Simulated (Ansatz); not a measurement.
Functionals compared on the (100) surface of fcc Pd in its 1x1 cell, outermost plane spacing 1.97 Å in the ideal cut, in Ansatz (plane waves, PAW). The structure was relaxed with PBE; the other rows are single points on it, each with its references at the same level. Cutoff 420 eV (500 eV for r2SCAN).

Set-up: 6 atoms, 9.9 Å thick at the start (thin: gaps and levels are the slab's own); mesh 13x13x1; 0.1 eV smearing; dipole correction on; all atoms relaxed; start symmetry kept, larger cells not searched; no spin, no spin-orbit, no U. These notes are the PBE run's.

```csv
functional,surface energy (J/m²),work function of the top face (eV),rough cost of the single point
PBE,1.54,5.08,–
LDA,2.15,5.50,around 22 core-seconds (rough)
PBEsol,1.93,5.20,around 16 core-seconds (rough)
RPBE,1.28,4.89,very roughly 15 core-seconds
r2SCAN,1.76,5.07,about 80 core-seconds (a rough figure)
```

Ansatz is an electronic-structure program.
